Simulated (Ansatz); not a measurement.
Base system: CrI3 in the BiI3 type structure (space group R-3, No. 148; a = 6.6561 Å, c = 18.6217 Å (hexagonal axes); ferromagnetic; layered, stacked along the Cartesian z axis).

Method: PBEsol-D3(BJ) (Ansatz, a first-principles code; PAW; 420 eV plane waves; no spin-orbit coupling), earlier PAW set.

Base values:

The volume per atom is 29.77 Å³ and the smallest direct gap is 1.06 eV. The band gap comes out as 0.94 eV. The c/a ratio comes out as 2.798 and the gap character is indirect, k = (0.167, 0.167, -1/3) in the run's primitive reciprocal basis → T.

Modification: cell and atoms relaxed at a pressure of 3 GPa.

**Question.** What does the calculation give for the volume per atom, smallest direct gap, band gap, c/a ratio and gap character after the change?

**Answer.** The volume per atom decreases by 2.54 Å³ (29.77 Å³ → 27.23 Å³); the smallest direct gap falls by 0.10 eV (1.06 eV → 0.96 eV); the band gap drops by 0.24 eV (0.94 eV → 0.70 eV); the c/a ratio decreases by 0.0364 (2.798 → 2.761); the gap character changes from indirect, k = (0.167, 0.167, -1/3) in the run's primitive reciprocal basis → T to indirect, Γ → k = (0.167, -1/2, -1/2) in the run's primitive reciprocal basis.

The magnetic state is the one reached from the starting moments; the real material's order can differ, and small cells can't hold many antiferromagnetic ones. Spin-orbit coupling, missing from the scalar runs, can matter with I. Load acts through the strain it causes; cell and atoms are relaxed under it. Whether these cells are dynamically stable was not tested.
